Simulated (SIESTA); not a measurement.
A self-consistent single point of RbCu3SiSe4 (P-43m, 9 atoms in the cell) with SIESTA.

Computed with LDA PW92, numerical atomic orbitals DZP, PseudoDojo LDA standard norm-conserving potentials (rewritten from UPF to PSML) in SIESTA.

```
RbCu3SiSe4
1.0
    6.22910     0.00000     0.00000
    0.00000     6.22910     0.00000
    0.00000     0.00000     6.22910
Rb Si Cu Se
1 1 3 4
Direct
  0.50000   0.50000   0.50000
  0.00000   0.00000   0.00000
  0.00000   0.50000   0.00000
  0.50000   0.00000   0.00000
  0.00000   0.00000   0.50000
  0.20975   0.20975   0.20975
  0.20975   0.79025   0.79025
  0.79025   0.79025   0.20975
  0.79025   0.20975   0.79025
```

Reference input (self-consistent single point, DFT, LDA PW92, numerical atomic orbitals DZP, PseudoDojo LDA standard norm-conserving potentials (rewritten from UPF to PSML)): XC.functional = LDA; XC.authors = PW92; potentials = PseudoDojo LDA standard; PAO.BasisSize = DZP; PAO.EnergyShift = 0.01 Ry; MeshCutoff = 300 Ry; kgrid.MonkhorstPack = 4 4 4; OccupationFunction = FD; ElectronicTemperature = 10 K; MaxSCFIterations = 150; SCF.Mixer.Method = Pulay; SCF.Mixer.Weight = 0.1. This run's input differs from it in these lines:

```diff
@@ -35,3 +35,3 @@
 PAO.EnergyShift              0.01 Ry
-MeshCutoff                   300 Ry
+MeshCutoff                   150 Ry
 %block kgrid.MonkhorstPack
```

Output (repeated stretches shortened):

```
        iscf     Eharris(eV)        E_KS(eV)     FreeEng(eV)     dDmax    Ef(eV) dHmax(eV)
   scf:    1   -27523.796541   -28850.432412   -28850.433016  1.449005  1.320122104.215798
   scf:    2   -29516.203279   -29497.977434   -29497.977434  2.133476 -3.785283  4.542049
   scf:    3   -29499.613807   -29498.839976   -29498.839976  0.030127 -3.648943  3.182989
   scf:    4   -29499.931783   -29499.827914   -29499.827914  0.074702 -3.332215  1.607677
   scf:    5   -29499.578733   -29499.818275   -29499.818275  0.082300 -3.167602  1.467972
   [... 5 lines left out ...]
   scf:   11   -29499.929950   -29499.929829   -29499.929829  0.002360 -3.359986  0.001439
   scf:   12   -29499.929829   -29499.929829   -29499.929829  0.000032 -3.359852  0.000517
   scf:   13   -29499.929829   -29499.929829   -29499.929829  0.000086 -3.359985  0.000172
   scf:   14   -29499.929829   -29499.929829   -29499.929829  0.000001 -3.359987  0.000155
SCF Convergence by DM+H criterion
max |DM_out - DM_in|         :     0.0000010936
max |H_out - H_in|      (eV) :     0.0001546939
SCF cycle converged after 14 iterations

Using DM_out to compute the final energy and forces

siesta: E_KS(eV) =           -29499.9298

siesta: E_KS - E_eggbox =    -29499.9298

siesta: Atomic forces (eV/Ang):
     1   -0.000000    0.000000   -0.000000
     2   -0.000000   -0.000000   -0.000000
     3   -0.000000   -0.000000   -0.000000
     4    0.000000   -0.000000   -0.000000
     5   -0.000000    0.000000    0.000000
     6    0.038384    0.038384    0.038384
     7    0.038384   -0.038384   -0.038384
     8   -0.038384   -0.038384    0.038384
     9   -0.038384    0.038384   -0.038384
   Tot   -0.000000   -0.000000   -0.000000
   Max    0.038384
   Res    0.025589    sqrt( Sum f_i^2 / 3N )
   [... lines left out ...]
siesta: FreeEng =    -29499.929829
   [... lines left out ...]
siesta:     0.020744   -0.000000   -0.000000
siesta:    -0.000000    0.020744   -0.000000
siesta:     0.000000   -0.000000    0.020744

siesta: Cell volume =        241.699587 Ang**3

siesta: Pressure (static):
siesta:                Solid            Molecule  Units
siesta:          -0.00022593         -0.00021342  Ry/Bohr**3
siesta:          -0.02074373         -0.01959522  eV/Ang**3
siesta:         -33.23512460        -31.39501094  kBar
```

The run converged in 14 iterations. Against the reference run the free energy is nearly the same (within 1 meV/atom), the pressure moves little (-3.31 to -3.32 GPa), the largest force goes from 0.057 to 0.066 eV/Å and the gap on the mesh stays at 0.739 eV.

The starting cell comes from a database of computed structures (which also holds hypothetical and non-ambient phases and stackings), without a prior relaxation at this level. Values carry the incompleteness of an atom-centred basis. The basis of the alkali or alkaline-earth atoms may lack their empty d shell, which can raise the gap.

Cost on one core of a shared machine: roughly 70 s.
